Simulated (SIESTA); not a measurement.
Input and output of a self-consistent single point for PbO₂ (P4_2/mnm, 6 atoms in the cell) (SIESTA)

Computed with SIESTA with LDA PW92, numerical atomic orbitals TZP, PseudoDojo LDA standard norm-conserving potentials (rewritten from UPF to PSML).

Input:

```
# files in the folder: Pb.psml O.psml (PseudoDojo LDA standard)
SystemName  PbO2
SystemLabel siesta

NumberOfAtoms                6
NumberOfSpecies              2
%block ChemicalSpeciesLabel
  1 82 Pb
  2 8 O
%endblock ChemicalSpeciesLabel
LatticeConstant              1.0 Bohr
%block LatticeVectors
     9.439106403    0.000000000    0.000000000
     0.000000000    9.439106403    0.000000000
     0.000000000    0.000000000    6.442076359
%endblock LatticeVectors
AtomicCoordinatesFormat      Ang
%block AtomicCoordinatesAndAtomicSpecies
     0.000000000    0.000000000    0.000000000  1
     2.497480000    2.497480000    1.704500000  1
     1.535600553    1.535600553    0.000000000  2
     3.459359447    3.459359447    0.000000000  2
     0.961879447    4.033080553    1.704500000  2
     4.033080553    0.961879447    1.704500000  2
%endblock AtomicCoordinatesAndAtomicSpecies

XC.functional                LDA
XC.authors                   PW92
PAO.BasisSize                TZP
PAO.EnergyShift              0.01 Ry
MeshCutoff                   300 Ry
%block kgrid.MonkhorstPack
    5   0   0  0.0
    0   5   0  0.0
    0   0   7  0.0
%endblock kgrid.MonkhorstPack
OccupationFunction           FD
ElectronicTemperature        1160.45 K

MaxSCFIterations             150
SCF.Mixer.Method             Broyden
SCF.Mixer.Weight             0.25
SCF.Mixer.History            8
SCF.DM.Tolerance             1.0E-04
Diag.ParallelOverK           true
WriteForces                  true
Charge.Mulliken              end
```

The program printed (abridged):

```
reinit: Reading from file input.fdf

reinit: System Name: PbO2
reinit: System Label: siesta

coor:   Atomic-coordinates input format  =     Cartesian coordinates
coor:                                          (in Angstroms)

siesta: Atomic coordinates (Bohr) and species
siesta:      0.00000   0.00000   0.00000  1        1
siesta:      4.71955   4.71955   3.22104  1        2
siesta:      2.90186   2.90186   0.00000  2        3
siesta:      6.53724   6.53724   0.00000  2        4
siesta:      1.81769   7.62142   3.22104  2        5
siesta:      7.62142   1.81769   3.22104  2        6

siesta: System type = bulk

initatomlists: Number of atoms, orbitals, and projectors:      6   112    88

siesta: ******************** Simulation parameters ****************************
redata: Spin configuration                          = none
redata: Time-Reversal Symmetry                      = T
redata: Number of Atomic Species                    =        2
redata: Mesh Cutoff                                 =   300.0000 Ry
redata: Net charge of the system                    =     0.0000 |e|
redata: Min. number of SCF Iter                     =        0
redata: Max. number of SCF Iter                     =      150
redata: SCF convergence failure will abort job
redata: SCF mix quantity                            = Hamiltonian
redata: Mix DM or H after convergence               =   F
redata: Recompute H after scf cycle                 =   F
redata: Mix DM in first SCF step                    =   T
redata: No kicks to SCF
redata: DM Mixing Weight for Kicks                  =     0.5000
redata: Require Harris convergence for SCF          =   F
redata: Harris energy tolerance for SCF             =     0.000100 eV
redata: Require DM convergence for SCF              =   T
redata: DM tolerance for SCF                        =     0.000100
redata: Require EDM convergence for SCF             =   F
   [... lines left out ...]
diag: Parallel distribution                         =     1 x     1
diag: Used triangular part                          = Lower
diag: Absolute tolerance                            =  0.100E-15
diag: Orthogonalization factor                      =  0.100E-05
diag: Memory factor                                 =  1.0000

superc: Internal auxiliary supercell:     5 x     5 x     5  =     125
superc: Number of atoms, orbitals, and projectors:    750  14000  11000

                        Single-point calculation

superc: Internal auxiliary supercell:     5 x     5 x     5  =     125
superc: Number of atoms, orbitals, and projectors:    750  14000  11000

outcell: Unit cell vectors (Ang):
        4.994960    0.000000    0.000000
        0.000000    4.994960    0.000000
        0.000000    0.000000    3.409000

outcell: Cell vector modules (Ang)   :    4.994960    4.994960    3.409000
outcell: Cell angles (23,13,12) (deg):     90.0000     90.0000     90.0000
outcell: Cell volume (Ang**3)        :     85.0533
new_DM -- step:     1
Initializing Density Matrix...

Attempting to read DM from file... Failed...
DM filled with atomic data:

InitMesh: MESH = 54 x 54 x 36 = 104976
InitMesh: Mesh cutoff (required, used) =   300.000   308.214 Ry

stepf: Fermi-Dirac step function
        iscf     Eharris(eV)        E_KS(eV)     FreeEng(eV)     dDmax    Ef(eV) dHmax(eV)
   scf:    1    -5595.195615    -5608.206195    -5608.211421  1.628352 -7.405632  6.211167
   scf:    2    -5616.522440    -5613.327217    -5613.336493  0.118270 -6.544549  3.020464
   scf:    3    -5614.123925    -5613.839066    -5613.854144  0.057843 -6.301559  1.285365
   scf:    4    -5613.967594    -5613.914779    -5613.936213  0.030053 -6.376603  0.035842
   scf:    5    -5613.914313    -5613.914634    -5613.936616  0.001092 -6.356650  0.032857
   scf:    6    -5613.914453    -5613.914575    -5613.936795  0.001696 -6.351620  0.005244
   scf:    7    -5613.914485    -5613.914530    -5613.936801  0.000225 -6.350065  0.004137
   scf:    8    -5613.914454    -5613.914492    -5613.936804  0.000100 -6.348503  0.000717
SCF Convergence by DM+H criterion
max |DM_out - DM_in|         :     0.0000997504
max |H_out - H_in|      (eV) :     0.0007170241
SCF cycle converged after 8 iterations

Using DM_out to compute the final energy and forces

siesta: E_KS(eV) =            -5613.9145

siesta: E_KS - E_eggbox =     -5613.9145

siesta: Atomic forces (eV/Ang):
     1   -0.000000   -0.000000    0.000000
     2   -0.000000   -0.000000   -0.000000
     3    0.080204    0.080204    0.000000
     4   -0.080204   -0.080204   -0.000000
     5   -0.080204    0.080204    0.000000
     6    0.080204   -0.080204    0.000000
   Tot    0.000000    0.000000   -0.000000
   Max    0.080204
   Res    0.053469    sqrt( Sum f_i^2 / 3N )
   Max    0.080204    constrained

Stress tensor Voigt[x,y,z,yz,xz,xy] (kbar):       16.57       16.57       11.36       -0.00       -0.00       -0.00
(Free)E + p*V (eV/cell)    -5614.7244
Target enthalpy (eV/cell)    -5613.9368

siesta: Program's energy decomposition (eV):
siesta: Ebs     =      -848.782170
siesta: Eions   =      6662.424745
siesta: Ena     =       529.349917
siesta: Ekin    =      3096.408496
siesta: Enl     =     -1080.075640
siesta: Eso     =         0.000000
siesta: Edftu   =         0.000000
siesta: DEna    =        21.545521
siesta: DUscf   =         2.901854
siesta: DUext   =         0.000000
siesta: Ex      =     -1383.717763
siesta: Ec      =      -137.902133
siesta: Exc     =     -1521.619895
siesta: Eharris =     -5613.914454
siesta: Etot    =     -5613.914492
siesta: FreeEng =     -5613.936804

siesta: Atomic forces (eV/Ang):
siesta:      1   -0.000000   -0.000000    0.000000
siesta:      2   -0.000000   -0.000000   -0.000000
siesta:      3    0.080204    0.080204    0.000000
siesta:      4   -0.080204   -0.080204   -0.000000
siesta:      5   -0.080204    0.080204    0.000000
siesta:      6    0.080204   -0.080204    0.000000
siesta: ----------------------------------------
siesta:    Tot    0.000000    0.000000   -0.000000

siesta: Stress tensor (static) (eV/Ang**3):
siesta:     0.010345   -0.000000   -0.000000
siesta:    -0.000000    0.010345   -0.000000
siesta:    -0.000000   -0.000000    0.007092

   [... lines left out ...]
siesta: Cell volume =         85.053273 Ang**3
siesta:         -14.83685827        -15.99258947  kBar
   [... lines left out ...]
              0.086   0.039   0.373   0.039   1.976   1.985   1.975   1.985

              1.999   0.138   0.181   0.128   0.181   0.182

Species: O
Atom  Qatom  Qorb
               2s      2s      2s      2py     2pz     2px     2py     2pz
               2px     2py     2pz     2px     3Pdxy   3Pdyz   3Pdz2   3Pdxz
               3Pdx2-y2
   3  6.244   1.364  -0.189   0.532   1.338   1.144   1.338  -0.291  -0.273
             -0.291   0.503   0.540   0.503   0.005   0.006   0.005   0.006

              0.004
   4  6.244   1.364  -0.189   0.532   1.338   1.144   1.338  -0.291  -0.273
             -0.291   0.503   0.540   0.503   0.005   0.006   0.005   0.006

              0.004
   5  6.244   1.364  -0.189   0.532   1.338   1.144   1.338  -0.291  -0.273
             -0.291   0.503   0.540   0.503   0.005   0.006   0.005   0.006

              0.004
   6  6.244   1.364  -0.189   0.532   1.338   1.144   1.338  -0.291  -0.273
             -0.291   0.503   0.540   0.503   0.005   0.006   0.005   0.006

              0.004

mulliken: Qtot =       52.000

Mulliken Atomic Populations:
Atom #   charge [q] valence [e]  Species
     1     0.487059   13.512941  Pb
     2     0.487059   13.512941  Pb
     3    -0.243530    6.243530  O
     4    -0.243530    6.243530  O
     5    -0.243530    6.243530  O
     6    -0.243530    6.243530  O
 Total    -0.000000
```

The run converged in 8 iterations.

The starting cell comes from a database of computed structures (which also holds hypothetical and non-ambient phases and stackings), without a prior relaxation at this level. Values carry the incompleteness of an atom-centred basis. The run gives no clean gap (levels at the Fermi energy touch, overlap or are partly filled at this smearing), which alone does not show that the compound is a metal.
